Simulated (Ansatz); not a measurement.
Results of PBE-D4 in Ansatz (PAW) for hexagonal WC.

Run with plane-wave cutoff 500 eV, 18×18×14 k mesh (along the axes of the cell as run), Fermi–Dirac smearing 0.05 eV, no spin polarisation, scalar-relativistic PAW data made under PBE.

Computed at the level's own relaxed cell.

Problem. Predict the equilibrium volume per atom, equilibrium lattice constant a and lattice parameter c.

Solution. 
- equilibrium volume per atom: 10.34 Å³/atom
- equilibrium lattice constant a: 2.903 Å
- lattice parameter c: 2.833 Å

Measured, for comparison: lattice constant a 2.906 Å, lattice parameter c 2.837 Å (300 K, no zero-point or thermal correction; as tabulated in Wikipedia's data pages). Computed (rounded) less measured: lattice constant a -0.1 %, lattice parameter c -0.1 %.

Spin–orbit coupling is not included.

The computed numbers hold no vibrational or temperature effects.

Cost on a shared machine: around 40 core-seconds (rough).

Ansatz is a quantum-chemistry and plane-wave program.
